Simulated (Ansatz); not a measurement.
The reference is Li in the bcc (W type) structure (space group Im-3m, No. 229; a = 3.4352 Å).

Computed with PBE, PAW, 420 eV (Ansatz, an electronic-structure program; without spin-orbit coupling).

Base values:

- Lattice parameter a = 3.435 Å

The change: a hydrostatic pressure of 0.7 GPa.

### Question
What does the calculation give for the lattice parameter a after the change?

### Answer
The lattice parameter a falls by 0.053 Å, from 3.435 Å to 3.382 Å.

Load acts through the strain it causes; cell and atoms are relaxed under it. Whether these cells are dynamically stable was not tested.
